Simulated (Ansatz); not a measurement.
The parent structure is GaN in the wurtzite structure (space group P6_3mc, No. 186; a = 3.1826 Å, c = 5.1854 Å).

Calculations: PBEsol in Ansatz (plane waves to 420 eV, PAW, no SOC).

For the base:

The valence-band top at Γ is 0.00, 0.00, -0.04 eV and the band gap is 1.88 eV. The c/a ratio is 1.629 and the lattice parameter a comes out as 3.183 Å.

Perturbation: a hydrostatic pressure of 2.1 GPa.

What does the calculation give for the valence-band top at Γ after the change?

The valence-band top at Γ (three highest levels, from the VBM) becomes 0.00, 0.00, -0.05 eV (base: 0.00, 0.00, -0.04 eV).

How does this affect the band gap?

The band gap rises by 0.07 eV (1.88 eV → 1.95 eV).

How does this affect the c/a ratio?

The c/a ratio is still 1.629.

Estimate the effect on the lattice parameter a.

The lattice parameter a shrinks by 0.0115 Å, from 3.183 Å to 3.171 Å.

Load acts through the strain it causes; cell and atoms are relaxed under it. No phonon test of stability was made. Tetrahedral semiconductors of this kind turn to denser phases somewhere between about 1 and 50 GPa; those were not computed, so compressed cells here can lie past the real transition.

Ansatz is a first-principles code.
